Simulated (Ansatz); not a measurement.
The starting structures come from a database of crystals and need not be the phases stable at ambient conditions.

 Where the default PAW files enter, the runs use the earlier of Ansatz's two default sets.

Tunnelling through a barrier is set by its complex band structure: the current falls as exp(−2κd) with the smallest κ.

```xyz
10
Lattice="3.8529 0.0000 0.0000 1.9264 7.6331 0.0000 1.9264 -2.7786 8.9492" Properties=species:S:1:pos:R:3 pbc="T T T"
Y      3.8529     5.5372     6.3387
Y      3.8529    -0.6828     2.6105
Y      5.7793     3.2606     8.5066
Y      1.9264     1.5939     0.4425
Cl     3.8529     2.8497     6.5919
Cl     3.8529     2.0048     2.3573
Cl     1.9264     4.7066     1.0546
Cl     5.7793     0.1479     7.8946
Cl     1.9264     0.0354     4.5462
Cl     5.7793     4.8191     4.4030
```

Space group of this cell: C2/m. The cell is taken as given.

Transport runs along the normal of the first two printed cell vectors.

The gap is the functional's own. No spin-orbit coupling. Mid-gap values are interpolated on the energy grid.

Q: Predict the band gap and the smallest decay constant κ at mid-gap from Ansatz (an electronic-structure program) with r2SCAN.

A: Gap 0.91 eV on a 8×8×8 mesh; κ = 0.280 1/Å, at the zone centre.
